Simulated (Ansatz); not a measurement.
The reference is GaAs in the zinc blende structure (space group F-43m, No. 216; a = 5.666 Å). Axes: x, y, z lie along the cube axes.

Computed with Ansatz (a program for electronic structure) r2SCAN, scalar-relativistic without spin-orbit coupling, earlier PAW set.

Base values:

The band gap comes out as 0.97 eV.

Modification: compressive biaxial strain of 2.92 % in the plane normal to [001], as in epitaxy on a mismatched substrate; the out-of-plane cell vector and the atoms relax.

Problem. Predict the new ratio −ε⊥/ε∥ and band gap.

Solution. The ratio −ε⊥/ε∥ amounts to 0.84; the band gap rises by 0.14 eV to 1.11 eV.

Whether these cells are dynamically stable was not tested.
